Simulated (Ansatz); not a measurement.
Data:

```
PbTe
1.0
    0.00000     3.08914     3.08914
    3.08914     0.00000     3.08914
    3.08914     3.08914     0.00000
Te Pb
1 1
Cartesian
  0.00000   0.00000   0.00000
  3.08914   3.08914   3.08914
```

No spin polarisation.

The values are results of Ansatz (a program for electronic structure) PBEsol, no spin-orbit coupling, earlier PAW set, not measurements. k-mesh 9×9×9 (Γ-centred); smearing 0.05 eV (Fermi–Dirac).

Question: What is the computed gap character?

Answer: Direct at L.

Question: What band gap does the calculation give?

Answer: 0.33 eV.

Question: Predict the electron mass.

Answer: 0.16 mₑ along k, 0.093 mₑ across (at L).

Spin-orbit coupling, missing from the scalar runs, can matter with Pb and Te. Load acts through the strain it causes; cell and atoms are relaxed under it. Effective masses come from finite differences of ±0.01 Å⁻¹. Along k means along the line from Γ to the band edge. Whether these cells are dynamically stable was not tested. Competing high-pressure phases were not computed. The cell was made from PbTe in the rock salt structure (space group Fm-3m, No. 225) by this change: pressure 7.5 GPa.
